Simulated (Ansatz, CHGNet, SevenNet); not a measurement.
## ZnSe (model structure, started from the WC type, P-6m2, No. 187, 2 atoms in the cell): properties by level of theory

| level (code) | lattice constant a (Å) | lattice parameter c (Å) |
|---|---|---|
| CHGNet-r²SCAN | 3.686 | 3.249 |
| SevenNet-l3i5 | 3.715 | 3.349 |
| LDA (Ansatz) | 3.619 | 3.245 |
| r²SCAN+rVV10 (Ansatz) | 3.678 | 3.300 |

Ansatz's density-functional and Hartree–Fock values are scalar-relativistic unless marked +SOC, with PAW data made under PBE.

The computed numbers hold no vibrational or temperature effects.

A model structure was made by putting elements into a prototype or built by hand; it is no filed structure, need not be a known phase, and can be a saddle point held by its symmetry.

Ansatz is a program for electronic structure.
